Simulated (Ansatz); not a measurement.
**What pressure 22.5 GPa does to HgTe**

Consider HgTe in the zinc blende structure (space group F-43m, No. 216; a = 6.651 Å).

Perturbation: a hydrostatic pressure of 22.5 GPa.

The values are results of PBE, PAW, 420 eV (Ansatz, a program for electronic structure; no SOC), not measurements. Settings: 12×12×12 k-points, 0.05 eV Fermi–Dirac smearing.

* **Volume per atom**: 27.18 Å³ (base 36.77 Å³)
* **Density**: 10.02 g/cm³ (base 7.41 g/cm³)
* **Lattice parameter a**: 6.014 Å (base 6.651 Å)
* **Shortest interatomic distance**: 2.604 Å (base 2.880 Å)
* **Enthalpy H = E + PV relative to the base's energy**: +4.31 eV/atom
* **Band gap**: zero (base zero)

Final structure:

```
HgTe
1.0
    0.00000     3.00680     3.00680
    3.00680     0.00000     3.00680
    3.00680     3.00680     0.00000
Hg Te
1 1
Direct
  0.00000   0.00000   0.00000
  0.25000   0.25000   0.25000
```

Cost of the whole job for the changed cell (relaxation, final SCF and bands): around 40 core-seconds (rough).

With Hg and Te present, leaving out spin-orbit coupling can change the band edges. Load acts through the strain it causes; cell and atoms are relaxed under it. No phonon test of stability was made. Tetrahedral semiconductors of this kind turn to denser phases somewhere between about 1 and 50 GPa; those were not computed, so compressed cells here can lie past the real transition. The final runs are not spin-polarised. The zero or small gap of HgTe can change with the level of theory.
